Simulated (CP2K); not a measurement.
Band structure of TiTe (P6_3/mmc, 4 atoms in the cell).

```xyz
4
Lattice="3.5913 0.0000 0.0000 -1.7956 3.1101 0.0000 0.0000 0.0000 7.1436" Properties=species:S:1:pos:R:3 pbc="T T T"
Ti     0.0000     0.0000     3.5718
Ti     0.0000     0.0000     0.0000
Te     1.7956     1.0367     1.7859
Te     0.0000     2.0734     5.3577
```

Method of the run: PBEsol, GPW, DZVP-MOLOPT-SR-GTH basis, GTH-PBE potentials (GTH_POTENTIALS) run with CP2K.

Settings: CUTOFF = 600 Ry; REL_CUTOFF = 60 Ry; SMEAR/METHOD = FERMI_DIRAC; ELECTRONIC_TEMPERATURE = 1160.45 K; KPOINTS/SCHEME = MONKHORST-PACK 7 7 3; XC_FUNCTIONAL = PBE:PBESOL; Ti/BASIS_SET = DZVP-MOLOPT-SR-GTH-q12; Ti/POTENTIAL = GTH-PBE-q12; Te/BASIS_SET = DZVP-MOLOPT-SR-GTH-q6; Te/POTENTIAL = GTH-PBE-q6; METHOD = GPW; EPS_DEFAULT = 1e-10; EXTRAPOLATION = USE_GUESS; NGRIDS = 5.

The starting cell comes from a database of computed structures (which also holds hypothetical and non-ambient phases and stackings), without a prior relaxation at this level. Its lattice was rescaled by a random factor within 2.5 % of one. Spin-orbit coupling is off. Spin polarisation is off, so a magnetic state, if there is one, cannot be reached. Values carry the incompleteness of an atom-centred basis. The potentials were made for another functional than the one used.

Levels in eV from the Fermi level, bands 15 to 20:
| point | 15 | 16 | 17 | 18 | 19 | 20 |
|---|---|---|---|---|---|---|
| Γ | -1.87 | -0.19 | -0.19 | -0.05 | -0.05 | 0.27 |
| M | -3.26 | -1.97 | -1.75 | -0.88 | 0.46 | 1.39 |
| K | -4.28 | -4.28 | -0.17 | -0.17 | 0.81 | 0.81 |
| A | -1.86 | -1.86 | 0.09 | 0.09 | 0.29 | 0.29 |
| L | -2.76 | -2.76 | -1.19 | -1.19 | 1.43 | 1.43 |
| H | -4.10 | -4.10 | -0.52 | -0.52 | 1.20 | 1.20 |

Bands cross the Fermi level along this path, so the cell is metallic at this level.

Higher empty bands are left out: an atom-centred basis made for the valence describes them poorly.
